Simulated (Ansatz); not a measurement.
Consider the following.

```xyz
6
Lattice="1.8919 1.0923 9.2999 -1.8919 1.0923 9.2999 0.0000 -2.1846 9.2999" Properties=species:S:1:pos:R:3 pbc="T T T"
Zn     0.0000     0.0000    -0.0021
Zn     0.0000     0.0000    21.6934
Zn     0.0000     0.0000    15.4932
S      0.0000     0.0000    25.5807
S      0.0000     0.0000    13.1769
S      0.0000     0.0000    19.3817
```

No spin polarisation.

1.15 holes added to each cell, a density of 1.0×10^22 cm⁻³, with a uniform compensating background at fixed cell and a 300 K Fermi–Dirac width.

Level of theory: PBEsol/PAW in Ansatz (a quantum-chemistry and plane-wave program), no spin-orbit coupling. Settings: 14×14×14 k-points, 0.0259 eV Fermi–Dirac smearing.

Question: Predict the gap between the host's bands and Fermi level from band edge.

Answer: Gap between the host's bands: 2.41 eV
Fermi level relative to the doped band's edge (positive inside the band; to 0.05 eV): +0.70 eV

Charged cell with a jellium background: band edges are those of the host's band count, energies are not comparable with the neutral cell, and many-body gap narrowing is missing. Whether these cells are dynamically stable was not tested. The cell was made from ZnS (space group R3m, No. 160) by this change: holes 1.0×10^22 cm⁻³. This is not the structure that ZnS has at room temperature and ambient pressure.
